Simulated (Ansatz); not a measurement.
The reference is Bi2Te3 in the Bi2Te3 type structure (space group R-3m, No. 166; a = 4.3875 Å, c = 30.2896 Å (hexagonal axes)).

The values are results of Ansatz (a quantum-chemistry and plane-wave program) PBE-D3(BJ), spin-orbit coupling left out, earlier PAW set, not measurements.

Perturbation: every Te is replaced by Se, then cell and atoms are relaxed.

Measured lattice parameter a: Bi2Te3 4.386 Å (temperature not stated; as listed in Xin Luo, Michael B. Sullivan, Su Ying Quek, Physical Review B (2012)); Bi2Se3 4.143 Å (temperature not stated; as listed in Xin Luo, Michael B. Sullivan, Su Ying Quek, Physical Review B (2012)).

Problem. How well does PBE-D3(BJ) reproduce the measured shift?

Solution. With PBE-D3(BJ) the lattice parameter a moves by -0.243 Å (4.387 → 4.144) against -0.243 Å measured.

No phonon test of stability was made.
